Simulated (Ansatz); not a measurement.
**O interstitial started as a split pair with O (monoclinic HfO2 host)**

All values below come from PBE, PAW (plane waves to 420 eV; Ansatz, a first-principles code). Cell: 96 sites, 2×2×2 repeats of a cell of 12 atoms; final energies on a 2×2×2 shifted mesh. Site at the start: split with O(1). Energies of charged states are corrected for periodic images (point charge plus alignment at distant sites). Dielectric constants: PBE linear response of the host. Host gap at this level: 4.04 eV. A cell of this size leaves errors of a few tenths of an eV. The semilocal functional narrows the gap, so deep levels can fall outside it. Spin–orbit coupling is left out, which matters for these heavy elements. Each state is the lowest found from its start.

Formation energies E_f are given with the Fermi level at the valence-band maximum. Chemical conditions: Hf-rich (Δμ(O) = -5.19 eV; only phases computed here count, gases as isolated molecules at 0 K); O-rich (Δμ(O) = 0.00 eV; only phases computed here count, gases as isolated molecules at 0 K). Reference phases: O: O2 molecule in a box.

The name describes the start; the neighbours show where the atoms ended.

Charges with a result: +1, 0, −1, −2. Others weren't obtained, and one of them could lie lower, also by skipping a charge.

```tsv
charge	moment (μB)	point group	largest move off a lattice site (Å)	neighbours of the last O atom of the defect at the end (Å)	image correction with alignment (eV)	E_f, Hf-rich (eV)	E_f, O-rich (eV)	above the lowest spin state (eV)
+1	1.0	C1	0.28	O 1.42, Hf 2.16, O 2.26, O 2.35	0.16	6.69	1.50	0.00
0	0.0	C1	0.18	O 1.49, Hf 2.19, Hf 2.29	0.00	6.96	1.77	0.00
0	not spin-polarised	C1	0.18	O 1.49, Hf 2.19, Hf 2.29	0.00	6.96	1.77	0.00
−1	1.0	C1	0.36	O 2.04, Hf 2.14, Hf 2.19	-0.01	8.68	3.49	0.00
−2	not spin-polarised	C1	0.48	Hf 2.08, Hf 2.13, Hf 2.17, O 2.36, O 2.40	0.12	9.66	4.47	0.00
```

Point groups are those of the whole cell at tolerances of 0.03 and 0.1 Å ("near" where only the looser one holds); none is given for unsettled states.

Starting moments that weren't kept: charge 0 began with 2 μB and ended with 0.0.

No other site or start that was run ended lower by more than 0.1 eV.

Transition levels above the valence-band maximum: ε(+1/0) = 0.27 eV; ε(0/−1) = 1.72 eV; ε(−1/−2) = 0.99 eV. On the lower envelope of the bound states, inside the gap: (+1/0) at 0.27 eV; (0/−2) at 1.35 eV; the others aren't thermodynamic.

Flagged in the runs: a host whose relaxation on this sampling wasn't shown to rest, a strain field that reaches the edge of the cell.
